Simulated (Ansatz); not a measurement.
**Te in the diamond structure (space group Fd-3m, No. 227; a hypothetical phase, not in the database extracts checked)**

Space group Fd-3m, origin choice 1 (No. 227); a = 7.1853 Å, b = 7.1853 Å, c = 7.1853 Å, α = 90.00°, β = 90.00°, γ = 90.00°

```csv
atom,site,symmetry,x,y,z
Te,8b,-43m,0.5000,0.5000,0.5000
```
(The calculation used a cell of 2 atoms; values per cell refer to that cell.)

All numbers come from PBE (Ansatz, a program for electronic structure, PAW, no spin-orbit coupling). Γ-centred 11×11×11 mesh, Fermi–Dirac width 0.05 eV.

| Property | Result |
|---|---|
| Volume per atom | 46.37 Å³ |
| Density | 4.57 g/cm³ |
| Band gap | zero |
| Total energy | -6979.538 eV/atom (σ→0; compares only within this code and set-up) |

Stability against distortions was not tested.
